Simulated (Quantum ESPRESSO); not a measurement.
Worked example: self-consistent single point of Ba3SbP (P1, 5 atoms in the cell) in Quantum ESPRESSO.

Method of the run: LDA (PZ), GBRV 1.5 ultrasoft (LDA) pseudopotentials (plane waves; Quantum ESPRESSO).

```
Ba3SbP
1.0
    6.11318     0.00000     0.00000
    0.00000     6.11318     0.00000
    0.00000     0.00000     6.11318
Ba Sb P
3 1 1
Direct
  0.99420   0.50090   0.50133
  0.50021   0.00949   0.49832
  0.49597   0.50006   0.00595
  0.00361   0.99396   0.00126
  0.50601   0.49559   0.49314
```

Reference input (self-consistent single point, DFT, LDA (PZ), plane waves, GBRV 1.5 ultrasoft (LDA) pseudopotentials): ecutwfc = 40 Ry; ecutrho = 200 Ry; occupations = smearing; smearing = gaussian; degauss = 0.00147 Ry; potentials = {Ba: ba_lda_v1.uspp.F.UPF, Sb: sb_lda_v1.4.uspp.F.UPF, P: p_lda_v1.5.uspp.F.UPF}; K_POINTS = automatic 3 3 3 0 0 0; conv_thr = 1e-09 Ry. This run's input differs from it in these lines:

```diff
@@ -32,3 +32,3 @@
 K_POINTS {automatic}
-3 3 3  0 0 0
+5 5 5  0 0 0
 CELL_PARAMETERS {angstrom}
```

The program printed (abridged):

```
     Self-consistent Calculation

     iteration #  1     ecut=    40.00 Ry     beta= 0.70

     negative rho (up, down):  2.806E-01 0.000E+00

     total energy              =    -411.25512502 Ry
     estimated scf accuracy    <       0.58161263 Ry

     iteration #  2     ecut=    40.00 Ry     beta= 0.70

     negative rho (up, down):  2.760E-01 0.000E+00

     total energy              =    -411.35271186 Ry
     estimated scf accuracy    <       0.48175868 Ry

     iteration #  3     ecut=    40.00 Ry     beta= 0.70

     negative rho (up, down):  2.733E-01 0.000E+00

     total energy              =    -411.46778897 Ry
     estimated scf accuracy    <       0.01002901 Ry

   [... 7 blocks of this kind left out ...]

     iteration # 11     ecut=    40.00 Ry     beta= 0.70

     negative rho (up, down):  2.722E-01 0.000E+00

     total energy              =    -411.47052756 Ry
     estimated scf accuracy    <          2.6E-09 Ry

     iteration # 12     ecut=    40.00 Ry     beta= 0.70

     negative rho (up, down):  2.722E-01 0.000E+00
     End of self-consistent calculation

     the Fermi energy is     5.9971 ev

!    total energy              =    -411.47052756 Ry
     estimated scf accuracy    <          3.1E-10 Ry
     smearing contrib. (-TS)   =      -0.00000000 Ry
     internal energy E=F+TS    =    -411.47052756 Ry

     convergence has been achieved in  12 iterations

     negative rho (up, down):  2.722E-01 0.000E+00

     Forces acting on atoms (cartesian axes, Ry/au):

     atom    1 type  1   force =     0.01221062    0.00360346    0.00172703
     atom    2 type  1   force =    -0.00212517   -0.01717214    0.00153379
     atom    3 type  1   force =    -0.00242424    0.00353687   -0.01360583
     atom    4 type  2   force =     0.00108210   -0.00019790   -0.00007788
     atom    5 type  3   force =    -0.00874331    0.01022972    0.01042289

     Total force =     0.031004     Total SCF correction =     0.000026

     negative rho (up, down):  2.722E-01 0.000E+00
          total   stress  (Ry/bohr**3)                   (kbar)     P=      -22.58
  -0.00015467   0.00000074   0.00000123          -22.75        0.11        0.18
   0.00000074  -0.00015161  -0.00000121            0.11      -22.30       -0.18
   0.00000123  -0.00000121  -0.00015416            0.18       -0.18      -22.68

   JOB DONE.
```

The run converged in 12 iterations. Against the reference run the free energy goes down by 13.8 meV/atom, the pressure hardly changes (-2.20 to -2.26 GPa), the largest force goes from 0.426 to 0.447 eV/Å and the gap on the mesh goes from 0.219 to 0.228 eV.

The starting cell comes from a database of computed structures (which also holds hypothetical and non-ambient phases and stackings), without a prior relaxation at this level. Its atoms were displaced at random from the sites of space group no. 221. Spin-orbit coupling is off. Another mesh or the band path of this cell gives a smaller gap, so this value is not converged in the mesh.

Cost on one core of a shared machine: roughly 5 min.
